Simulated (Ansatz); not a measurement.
Start from ZrS2 in the CdI2 type structure (space group P-3m1, No. 164; a = 3.6348 Å, c = 5.7197 Å; layered, stacked along the Cartesian z axis). Axes: x lies along a and z along c of the hexagonal cell.

Method: PBE-D3(BJ) in Ansatz (plane waves to 420 eV, PAW, no spin-orbit coupling).

For the base:

| Item | Result |
|---|---|
| Pressure | 0.00 GPa |
| Band gap | 0.66 eV |

The change: biaxial strain +0.49 %, plane normal [001], relaxed out of plane (Cartesian); in-plane vectors clamped, the third vector and the atoms free.

Problem. What happens to the out-of-plane strain, pressure and band gap?

Solution. The out-of-plane strain is -0.19 %; the pressure (mean of the normal stresses, compression positive) goes from zero to -0.52 GPa; the band gap increases by 0.03 eV to 0.69 eV.

No phonon test of stability was made.

Ansatz is a quantum-chemistry and plane-wave program.
